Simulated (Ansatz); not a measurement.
WC (Fm-3m, No. 225, 2 atoms in the cell; start mp-13136; another space group than a measured phase of this formula), treated with PBEsol in Ansatz (plane waves, PAW).

The input as run:

Ansatz 0.2 input:
```yaml
crystal:
  lattice:
    - [0.0, 2.1872337509, 2.1872337509]
    - [2.1872337509, 0.0, 2.1872337509]
    - [2.1872337509, 2.1872337509, 0.0]
  atoms:
    - { symbol: W, position: [0.0, 0.0, 0.0] }
    - { symbol: C, position: [0.5, 0.5, 0.5] }
basis:
  ecutwfc: 520
  ecutrho_ratio: 4
  xc_grid: 2
kpoints:
  mp_grid: { grid: [22, 22, 22] }
hamiltonian:
  xc: pbesol
  dispersion: none
  pseudopotentials: { azcp: { folder: ./paw }, kind: paw }
scf:
  occupations: { method: fermi_dirac, width: 0.05 }
output:
  forces: true
  stress: true
  eigenvalues: true
relax:
  f_tol: 0.004
  escape_saddle: false
  max_steps: 80
```

From the output:

```
WARN output.stress: scf.convergence.dr2_threshold = 1e-7 eV (the SCF's general default) is looser than the 2e-10 eV advised for a printed stress (1e-10 eV for …
Relaxation: its limit of steps is 80 (relax.max_steps)
Crystal: 2 atoms, lattice volume = 20.927 Å³
Basis set: ecut = 520 eV, 537 PW (Γ), exchange–correlation on 48×48×48 points (8 copies of the dense FFT grid, shifted against one another)
Bands: 13, of which v1, the nominal top of the filled ones, is band 9 counted from 1 (8 counted from 0)
Symmetry: 48 space group operations
Space group: Fm-3m (ITA 225), of the structure as read, at distance tolerance 2.8e-5 Å
k-points: 328 of 10648
Initial density: superposition of atomic densities (chi_scale 0.1, normalization cell, long waves kept (reshape's long-wave potential 0.00 eV rms))
Functional: x = pbesol(κ = 0.804, μ = 0.12345679012345678), c = pbesol(β = 0.046)
SCF iter   1: F=—  HF=-10505.316952 eV  |F-HF|=—  |Δ(HF+E_count)|=         —  Δρ=1.41e-1  dr2=5.84e0
SCF iter   2: F=—  HF=-10504.672833 eV  |F-HF|=—  |Δ(HF+E_count)|=   6.44e-1  Δρ=1.06e-1  dr2=3.32e0
  ...
SCF iter   6: F=—  HF=-10503.837778 eV  |F-HF|=—  |Δ(HF+E_count)|=   4.16e-7  Δρ=2.20e-5  dr2=1.37e-7
SCF iter   7: F=-10503.837778 eV  HF=-10503.837778 eV  |F-HF|=8.73e-10  |Δ(HF+E_count)|=   3.33e-8  Δρ=2.78e-6  dr2=1.22e-9
SCF 1 converged in 7 iterations: F = -10503.837778 eV  dr2 = 1.22e-9
relax step   1: F+E_penalty+E_count = -10503.83777768 eV  Δ(F+E_penalty+E_count) = +0.000e0 eV  max|allowed force component| = 1.657e-29 eV/Å  Δτ_max = 0.0000 Å  (7 SCF iters, accepted)
SCF converged after 7 iterations
Free energy (F): -10503.837778 eV
Internal energy: -10503.829005 eV  (E = F + TS)
E sigma→0 (E₀):  -10503.833391 eV
Fermi energy:    21.652752 eV
--- Forces (eV/Å), atoms counted from 1 ---
  atom   1  W     -0.00000000     0.00000000     0.00000000
  atom   2  C      0.00000000     0.00000000     0.00000000
--- Stress (GPa, compression-positive) ---
       -7.412637      -0.000000       0.000000
        0.000000      -7.412637       0.000000
        0.000000      -0.000000      -7.412637
  P = ⅓ Tr σ = -7.4126 GPa (-74.126 kbar)
```

The cell is one volume of an energy–volume scan, off the minimum.

The PAW data were made under PBE.

Note: the run has no spin polarisation, so it can have missed a magnetic state. Note: the relaxation could not lower the start's symmetry, so the cell can be a saddle point above a distorted one.

A start named mp-… is a Materials Project structure, which need not be a measured phase.

Ansatz is a first-principles code.
